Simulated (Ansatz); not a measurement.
Start from NbAs in the CsCl type structure (space group Pm-3m, No. 221; a = 3.218 Å; a hypothetical phase, not in the database extracts checked; relaxed with 0.1 eV smearing). Axes: x, y, z lie along the cube axes.

Calculations: PBE/PAW in Ansatz (a first-principles code), no spin-orbit coupling.

Perturbation: the cell is compressed by 5.73 % along x with no lateral relaxation; the atoms relax in the strained cell.

Predict the stress tensor and what it implies for the stiffness.

Stress of the strained cell less that of the base (GPa, compression positive):
```
   21.5     0.0     0.0
    0.0     6.4     0.0
    0.0     0.0     6.4
```

Then −Δσ_ii/ε with ε = -0.0573 gives secant stiffness values (nonlinear terms included at this strain): C11 ≈ 375 GPa, C12 ≈ 111 GPa and C13 ≈ 111 GPa.

As a check, the harmonic strain energy −½ V₀ Δσ:ε is 64 meV/atom; the computed energy rise is 61 meV/atom.

Stability against distortions was not tested. The final runs are not spin-polarised.
